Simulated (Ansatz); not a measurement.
# CrGe in the rock salt structure (space group Fm-3m, No. 225; ferromagnetic; a hypothetical phase, not in the database extracts checked)

```xyz
2
Lattice="0.0000 2.4667 2.4667 2.4667 0.0000 2.4667 2.4667 2.4667 0.0000" Properties=species:S:1:pos:R:3 pbc="T T T"
Ge     0.0000     0.0000     0.0000
Cr     2.4667     2.4667     2.4667
```

Method: PBEsol (Ansatz, a program for electronic structure, PAW, scalar-relativistic without spin-orbit coupling). k-mesh 16×16×16 (Γ-centred); smearing 0.05 eV (Fermi–Dirac).

```json
{
 "volume_per_atom": "15.01 Å³",
 "density": "6.89 g/cm³",
 "band_gap": "zero",
 "magnetic_state": "ferromagnetic",
 "total_energy": "-3800.994 eV/atom (σ→0; compares only within this code and set-up)"
}
```

Other magnetic orders, which the real material may have, were not ruled out. Whether these cells are dynamically stable was not tested.
